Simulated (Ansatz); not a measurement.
Convergence study of the k-point mesh at a smearing width of 0.05 eV for Sn2Ir (I4mm, 3 atoms in the cell)

```xyz
3
Lattice="0.0000 3.1931 3.1931 3.1931 0.0000 3.1931 3.1931 3.1931 0.0000" Properties=species:S:1:pos:R:3 pbc="T T T"
Sn     4.7896     4.7896     4.7896
Sn     1.5965     1.5965     1.5965
Ir     0.0000     0.0000     0.0500
```

Level of theory: LDA (PW92), default PAW files made with PBE (plane waves; Ansatz, a first-principles code).

Base settings: basis.ecutwfc = 420 eV; kpoints.mp_grid.grid = 9 9 9; hamiltonian.xc = lda; hamiltonian.pseudopotentials = {kind: paw} (the program's default PAW files); scf.occupations.method = gaussian; scf.occupations.width = 0.1 eV.

In this ladder: scf.occupations.width = 0.05 eV.

The second cell is the first with its lattice scaled by 0.98.

Only quantities that move along the ladder and can be compared are tabulated.

The count of work is k-points × plane waves × bands × iterations; it is no time. Core times come from one kind of shared machine, to one figure; runs under 30 s give none.

The starting cell comes from a database of computed structures (which also holds hypothetical and non-ambient phases and stackings), without a prior relaxation at this level. Its lattice was rescaled by up to half a per cent. One atom was moved a little off its site on purpose. Spin polarisation is off. In the base run, with a pressure of about -5 GPa the cell is away from its equilibrium volume at this level. Ansatz's pressure includes its estimate of the finite-basis (Pulay) stress.

Steps (kpoints.mp_grid.grid): 3 3 3; 4 4 4; 5 5 5; 6 6 6; 7 7 7; 8 8 8; 10 10 10; 12 12 12; 14 14 14; 21 21 21.

Task: What is the coarsest kpoints.mp_grid.grid that holds the energy of the compressed cell less the first within 0.5 meV/atom of the last step, with all finer ones?

Result: 8 8 8, at 0.081 of the last step's count of work; the step before is off by 3.3 meV/atom.

Task: What is the coarsest kpoints.mp_grid.grid that holds the pressure within 0.1 GPa of the last step, with all finer ones?

Result: 14 14 14, at 0.34 of the last step's count of work and about 0.3 of the last step's time; the step before is off by 0.13 GPa.

Task: What is the coarsest kpoints.mp_grid.grid that holds the free energy within 2 meV/atom of the last step, with all finer ones?

Result: 10 10 10, at 0.14 of the last step's count of work; the step before is off by 5.4 meV/atom.

| kpoints.mp_grid.grid | free energy less the last step's (meV/atom) | energy of the compressed cell less the first (meV/atom) | pressure (GPa) | largest difference of a force vector from the last step's (eV/Å) | count of work / last | core time / last (rough) |
|---|---|---|---|---|---|---|
| 3 3 3 | 50.88 | -12.90 | -4.44 | 0.066 | 0.012 | – |
| 4 4 4 | 30.49 | -19.12 | -5.44 | 0.035 | 0.024 | – |
| 5 5 5 | 4.66 | -5.95 | -4.52 | 0.001 | 0.029 | – |
| 6 6 6 | 0.69 | -9.47 | -4.57 | 0.030 | 0.048 | – |
| 7 7 7 | -0.27 | -11.43 | -4.91 | 0.003 | 0.055 | – |
| 8 8 8 | 5.41 | -8.32 | -4.66 | 0.006 | 0.081 | – |
| 10 10 10 | -0.59 | -7.87 | -4.72 | 0.003 | 0.14 | – |
| 12 12 12 | 1.47 | -7.71 | -4.56 | 0.004 | 0.22 | 0.3 |
| 14 14 14 | -0.46 | -8.12 | -4.66 | 0.001 | 0.34 | 0.3 |
| 21 21 21 | 0.00 | -8.11 | -4.69 | 0.000 | 1.0 | 1 |

The energy difference between the two cells stays within 1 meV/atom of the last step's from 8 8 8 on, the total only from 14 14 14 on: much of the error is common to both cells and cancels.

Keys are those of Ansatz 0.2.
